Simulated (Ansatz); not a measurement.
Take SnTe in the rock salt structure (space group Fm-3m, No. 225; a = 6.2348 Å) as the base.

Level of theory: plane-wave PAW DFT at the LDA level (Ansatz, a first-principles code, 420 eV), scalar-relativistic without spin-orbit coupling.

Before the change:

The pressure comes out as 0.00 GPa.

It is then changed as follows: every lattice vector is shortened by 2.00 %; the atoms relax in the strained cell.

Task: Predict the new energy relative to the base.

Result: The energy grows by 18 meV/atom.

Task: What does the calculation give for the pressure after the change?

Result: The pressure goes from zero to 3.52 GPa.

Whether these cells are dynamically stable was not tested.
